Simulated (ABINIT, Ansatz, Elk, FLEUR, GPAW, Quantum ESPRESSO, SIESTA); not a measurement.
One structure in several programs: GaSn3 (Fm-3m, 4 atoms in the cell)

Self-consistent single point, at a second geometry (lattice scaled by 0.98). First geometry:

```xyz
4
Lattice="0.0000 3.7060 3.7060 3.7060 0.0000 3.7060 3.7060 3.7060 0.0000" Properties=species:S:1:pos:R:3 pbc="T T T"
Ga     0.0000     0.0000     0.0000
Sn     1.8530     1.8530     1.8530
Sn     5.5589     5.5589     5.5589
Sn     3.7060     3.7060     3.7060
```

Shared settings, as Ansatz (a quantum-chemistry and plane-wave program) writes them: kpoints.mp_grid.grid = 9 9 9; scf.occupations.method = fermi_dirac; scf.occupations.width = 0.136 eV. Potentials and cutoffs stand in the table.

```json
[
 {"code": "GPAW", "model": "LDA (Perdew-Wang 92), GPAW PAW datasets LDA (gpaw-data 1.0.1)", "ΔF from the first geometry (meV/atom)": "-16.7", "pressure (GPa)": "-0.28", "cutoff": "600 eV"},
 {"code": "SIESTA", "model": "LDA PW92, numerical atomic orbitals DZP, PseudoDojo LDA standard norm-conserving potentials (rewritten from UPF to PSML)", "ΔF from the first geometry (meV/atom)": "-14.6", "pressure (GPa)": "0.43", "cutoff": "grid 350 Ry"},
 {"code": "Quantum ESPRESSO", "model": "LDA (PZ), GBRV 1.5 ultrasoft (LDA) pseudopotentials", "ΔF from the first geometry (meV/atom)": "-14.6", "pressure (GPa)": "-2.04", "cutoff": "50 Ry"},
 {"code": "FLEUR", "model": "LDA (Vosko-Wilk-Nusair), all-electron FLAPW (FLEUR), scalar-relativistic valence", "ΔF from the first geometry (meV/atom)": "-14.2", "pressure (GPa)": "–", "cutoff": "Kmax 3.8 1/bohr"},
 {"code": "ABINIT", "model": "LDA (PW92), PAW (JTH v2.0 LDA PAW)", "ΔF from the first geometry (meV/atom)": "-13.5", "pressure (GPa)": "0.00", "cutoff": "40 Ry"},
 {"code": "Ansatz", "model": "LDA (PW92), PAW files made with PBE", "ΔF from the first geometry (meV/atom)": "-14.6", "pressure (GPa)": "0.00", "cutoff": "420 eV"},
 {"code": "Elk", "model": "LDA (PW92), all-electron FP-LAPW, Elk's shipped species files, APW+lo basis with extra local orbitals", "ΔF from the first geometry (meV/atom)": "-13.1", "pressure (GPa)": "–", "cutoff": "rgkmax 8"}
]
```

For Quantum ESPRESSO (by 2.0 GPa) the energy change implies a higher mean pressure, against the two pressures, than for the other programs: a sign of finite-basis (Pulay) stress.

A dash marks a value that a program does not give, or that is left out as unsure.

The spread over the programs that give each value: ΔF from the first geometry within 3.6 meV/atom; pressure within 2.47 GPa.

SIESTA uses small atom-centred bases, whose incompleteness enters pressures, forces and empty levels differently from a plane-wave cutoff. FLEUR and Elk treat all electrons, but the usual bases taken here (sphere radii, linearisation, local orbitals, empty states) were not tested for convergence, so the values are no reference for the others. Ansatz's pressure is given at a fixed set of plane waves, as the other plane-wave codes print theirs. The same LDA comes in different parametrisations, which differ slightly. In the pressure, Quantum ESPRESSO (by 1.90) lies more than 1 GPa from the median of the plane-wave programs.

The starting cell comes from a database of computed structures (which also holds hypothetical and non-ambient phases and stackings), without a prior relaxation at this level. For this run, on top of that: lattice scaled by 0.98.

Keys are those of Ansatz 0.2.
